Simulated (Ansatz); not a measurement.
## Pressure series in AgI

Base system: AgI in the rock salt structure (space group Fm-3m, No. 225; a = 5.9847 Å; a cell from a computed database, its experimental status unchecked).

Cell and atoms are relaxed at each pressure.

Calculations: PBEsol in Ansatz (plane waves to 420 eV, PAW, scalar-relativistic without spin-orbit coupling).

Notes on the quantities. enthalpy: H = E + PV relative to the base's energy.

```csv
variant,enthalpy,smallest direct gap,lattice parameter a
base,–,2.48 eV,5.985 Å
pressure −2 GPa,-0.34 eV/atom,2.28 eV,6.083 Å
pressure −1 GPa,-0.17 eV/atom,2.38 eV,6.031 Å
pressure 0.3 GPa,+0.05 eV/atom,2.51 eV,5.972 Å
pressure 0.7 GPa,+0.12 eV/atom,2.54 eV,5.956 Å
pressure 1.5 GPa,+0.25 eV/atom,2.61 eV,5.927 Å
pressure 3 GPa,+0.49 eV/atom,2.73 eV,5.876 Å
pressure 5 GPa,+0.80 eV/atom,2.77 eV,5.818 Å
pressure 7.5 GPa,+1.18 eV/atom,–,5.756 Å
pressure 10 GPa,+1.54 eV/atom,–,5.703 Å
```

A case with no gap was solved on a k-mesh chosen for an insulator, which is coarse for it. Spin-orbit coupling, missing from the scalar runs, can matter with I. Load acts through the strain it causes; cell and atoms are relaxed under it. Whether these cells are dynamically stable was not tested. No other phases were tried under pressure. All final runs are without spin polarisation. This is not the structure that AgI has at room temperature and ambient pressure. The zero or small gap of AgI under pressure 1.5 GPa, AgI under pressure 3 GPa, AgI under pressure 5 GPa and AgI under pressure 7.5 GPa can change with the level of theory.

Ansatz is a program for electronic structure.
